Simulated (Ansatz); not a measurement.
Take PbI2 in the CdI2 type structure (space group P-3m1, No. 164; a = 4.559 Å, c = 6.973 Å) as the base.

All numbers come from plane-wave PAW DFT at the PBE-D3(BJ) level (Ansatz, an electronic-structure program, 420 eV), no spin-orbit coupling, earlier PAW set.

Free-standing slabs (3 atom(s) a layer) normal to the stacking axis with 15 Å of vacuum; in-plane cell relaxed.

One change was made to it. Results:

| quantity | base | after |
|---|---|---|
| gap character | – | indirect, K–Γ (67 % along) → Γ |
| excess energy per area of both faces (slab less bulk energy over the cell's area: twice a surface energy) | – | 0.20 J/m² |
| band gap | 2.19 eV | 2.59 eV |
| electron mass (in plane) | – | 0.27 mₑ (at Γ) |

Task: What was done to the base?
(A) 1 layer
(B) 3 layers
(C) 4 layers

Result: A, 1 layer. For comparison, the band gap in the other runs: 3 layers gives 2.34 eV; 4 layers gives 2.28 eV.

Slab and bulk use different k-meshes, which limits the precision of the excess energy. Spin-orbit coupling, missing from the scalar runs, can matter with I and Pb. Masses are band curvatures over ±0.01 Å⁻¹ around the edge. No phonon test of stability was made.
